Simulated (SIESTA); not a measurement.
## Worked example: self-consistent single point of In (I4/mmm, 1 atom in the cell) in SIESTA

Method of the run: SIESTA with GGA PBE, numerical atomic orbitals TZP, PseudoDojo PBE standard norm-conserving potentials (rewritten from UPF to PSML).

This input was run:

```
# files in the folder: In.psml (PseudoDojo PBE standard)
SystemName  In
SystemLabel siesta

NumberOfAtoms                1
NumberOfSpecies              1
%block ChemicalSpeciesLabel
  1 49 In
%endblock ChemicalSpeciesLabel
LatticeConstant              1.0 Ang
%block LatticeVectors
    -1.629875000    1.629875000    2.482425000
     1.629875000   -1.629875000    2.482425000
     1.629875000    1.629875000   -2.482425000
%endblock LatticeVectors
AtomicCoordinatesFormat      Bohr
%block AtomicCoordinatesAndAtomicSpecies
     0.000000000    0.000000000    0.000000000  1
%endblock AtomicCoordinatesAndAtomicSpecies

XC.functional                GGA
XC.authors                   PBE
PAO.BasisSize                TZP
PAO.EnergyShift              0.01 Ry
MeshCutoff                   400 Ry
%block kgrid.MonkhorstPack
    8   0   0  0.0
    0   8   0  0.0
    0   0   8  0.0
%endblock kgrid.MonkhorstPack
OccupationFunction           FD
ElectronicTemperature        1160.45 K

MaxSCFIterations             150
SCF.Mixer.Method             Broyden
SCF.Mixer.Weight             0.1
SCF.Mixer.History            8
SCF.DM.Tolerance             1.0E-05
Diag.ParallelOverK           true
WriteForces                  true
```

The program printed (abridged):

```
reinit: Reading from file input.fdf

reinit: System Name: In
reinit: System Label: siesta

coor:   Atomic-coordinates input format  =     Cartesian coordinates
coor:                                            (in Bohr units)

siesta: Atomic coordinates (Bohr) and species
siesta:      0.00000   0.00000   0.00000  1        1

siesta: System type = bulk

initatomlists: Number of atoms, orbitals, and projectors:      1    22    18

siesta: ******************** Simulation parameters ****************************
redata: Spin configuration                          = none
redata: Time-Reversal Symmetry                      = T
redata: Number of Atomic Species                    =        1
redata: Mesh Cutoff                                 =   400.0000 Ry
redata: Net charge of the system                    =     0.0000 |e|
redata: Min. number of SCF Iter                     =        0
redata: Max. number of SCF Iter                     =      150
redata: SCF convergence failure will abort job
redata: SCF mix quantity                            = Hamiltonian
redata: Mix DM or H after convergence               =   F
redata: Recompute H after scf cycle                 =   F
redata: Mix DM in first SCF step                    =   T
redata: No kicks to SCF
redata: DM Mixing Weight for Kicks                  =     0.5000
redata: Require Harris convergence for SCF          =   F
redata: Harris energy tolerance for SCF             =     0.000100 eV
redata: Require DM convergence for SCF              =   T
redata: DM tolerance for SCF                        =     0.000010
redata: Require EDM convergence for SCF             =   F
redata: EDM tolerance for SCF                       =     0.001000 eV
redata: Require H convergence for SCF               =   T
redata: Hamiltonian tolerance for SCF               =     0.001000 eV
redata: Require (free) Energy convergence for SCF   =   F
redata: (free) Energy tolerance for SCF             =     0.000100 eV
redata: Using DFT-D3 dispersion                     =   F
redata: Using Saved Data (generic)                  =   F
redata: Method of Calculation                       = Diagonalization
redata: Electronic Temperature                      =  1160.4500 K
redata: Number of TDED substeps                     =        3
redata: Dynamics option                             = Single-point calculation
redata: Save all siesta data in one NC              =   F
redata: ***********************************************************************

%block SCF.Mixers
  Broyden
%endblock SCF.Mixers

%block SCF.Mixer.Broyden
  # Mixing method
  method broyden

  # Mixing options
  weight 0.1000
  weight.linear 0.1000
  weight.prime 0.1000
  history 8
%endblock SCF.Mixer.Broyden

DM_history_depth set to one: no extrapolation allowed by default for geometry relaxation
Size of DM history Fstack: 1
Total number of electrons:    13.000000
Total ionic charge:    13.000000

* ProcessorY, Blocksize:    1  23

* Orbital distribution balance (max,min):    22    22

k-point displ. along   1 input, could be:     0.00    0.50
k-point displ. along   2 input, could be:     0.00    0.50
k-point displ. along   3 input, could be:     0.00    0.50
 Kpoints in:          320 . Kpoints trimmed:          296

siesta: k-grid: Number of k-points = 296
siesta: k-points from Monkhorst-Pack grid
siesta: k-cutoff (effective) =    13.039 Ang
siesta: k-point supercell and displacements
siesta: k-grid:     8     0     0      0.000
siesta: k-grid:     0     8     0      0.000
siesta: k-grid:     0     0     8      0.000

diag: Algorithm                                     = D&C
diag: Parallel over k                               =   F
diag: Use parallel 2D distribution                  =   F
diag: Parallel block-size                           = 23
diag: Parallel distribution                         =     1 x     1
diag: Used triangular part                          = Lower
diag: Absolute tolerance                            =  0.100E-15
diag: Orthogonalization factor                      =  0.100E-05
diag: Memory factor                                 =  1.0000

superc: Internal auxiliary supercell:     7 x     7 x     9  =     441
superc: Number of atoms, orbitals, and projectors:    441   9702   7938

                        Single-point calculation

superc: Internal auxiliary supercell:     7 x     7 x     9  =     441
superc: Number of atoms, orbitals, and projectors:    441   9702   7938

outcell: Unit cell vectors (Ang):
       -1.629875    1.629875    2.482425
        1.629875   -1.629875    2.482425
        1.629875    1.629875   -2.482425

outcell: Cell vector modules (Ang)   :    3.387539    3.387539    3.387539
outcell: Cell angles (23,13,12) (deg):    122.4804    122.4804     85.7549
outcell: Cell volume (Ang**3)        :     26.3782
new_DM -- step:     1
Initializing Density Matrix...

Attempting to read DM from file... Failed...
DM filled with atomic data:

InitMesh: MESH = 40 x 40 x 32 = 51200
InitMesh: Mesh cutoff (required, used) =   400.000   462.379 Ry

stepf: Fermi-Dirac step function

        iscf     Eharris(eV)        E_KS(eV)     FreeEng(eV)     dDmax    Ef(eV) dHmax(eV)
   scf:    1    -1806.618606    -1807.278186    -1807.292205  1.045240 -3.165505  3.323107
   scf:    2    -1807.417163    -1807.348775    -1807.362991  0.042875 -3.200274  2.804554
   scf:    3    -1807.625685    -1807.514578    -1807.529897  0.201583 -3.385847  0.080235
   scf:    4    -1807.514534    -1807.514583    -1807.529936  0.005997 -3.394210  0.017786
   scf:    5    -1807.514547    -1807.514566    -1807.529918  0.001197 -3.409415  0.044359
   scf:    6    -1807.514687    -1807.514634    -1807.529967  0.003163 -3.410321  0.001675
   scf:    7    -1807.514635    -1807.514635    -1807.529967  0.000110 -3.410284  0.000139
   scf:    8    -1807.514635    -1807.514635    -1807.529967  0.000005 -3.410282  0.000094

SCF Convergence by DM+H criterion
max |DM_out - DM_in|         :     0.0000052070
max |H_out - H_in|      (eV) :     0.0000935248
SCF cycle converged after 8 iterations

Using DM_out to compute the final energy and forces

siesta: E_KS(eV) =            -1807.5146

siesta: E_KS - E_eggbox =     -1807.5146

siesta: Atomic forces (eV/Ang):
     1    0.000000   -0.000000   -0.000000
   Tot    0.000000   -0.000000   -0.000000
   Max    0.000000
   Res    0.000000    sqrt( Sum f_i^2 / 3N )
   Max    0.000000    constrained

Stress tensor Voigt[x,y,z,yz,xz,xy] (kbar):       -4.06       -4.06      -29.74        0.20        0.20       -0.03
(Free)E + p*V (eV/cell)    -1807.3222
Target enthalpy (eV/cell)    -1807.5300

siesta: Program's energy decomposition (eV):
siesta: Ebs     =      -202.716713
siesta: Eions   =      2204.465605
siesta: Ena     =       192.952676
siesta: Ekin    =      1134.309629
siesta: Enl     =      -399.847815
siesta: Eso     =         0.000000
siesta: Edftu   =         0.000000
siesta: DEna    =        13.963724
siesta: DUscf   =         0.345941
siesta: DUext   =         0.000000
siesta: Ex      =      -511.934004
siesta: Ec      =       -32.839181
siesta: Exc     =      -544.773185
siesta: Eharris =     -1807.514635
siesta: Etot    =     -1807.514635
siesta: FreeEng =     -1807.529967

siesta: Stress tensor (static) (eV/Ang**3):
siesta:    -0.002533   -0.000019    0.000126
siesta:    -0.000019   -0.002533    0.000126
siesta:     0.000126    0.000126   -0.018564

siesta: Cell volume =         26.378174 Ang**3

siesta: Pressure (static):
siesta:                Solid            Molecule  Units
siesta:           0.00008579          0.00008579  Ry/Bohr**3
siesta:           0.00787692          0.00787692  eV/Ang**3
siesta:          12.62021240         12.62021240  kBar
```

The run converged in 8 iterations.

The starting cell has typed, rounded lattice constants, without a prior relaxation at this level. Its lattice was rescaled by up to half a per cent. Values carry the incompleteness of an atom-centred basis.

Cost on one core of a shared machine: roughly 40 s.
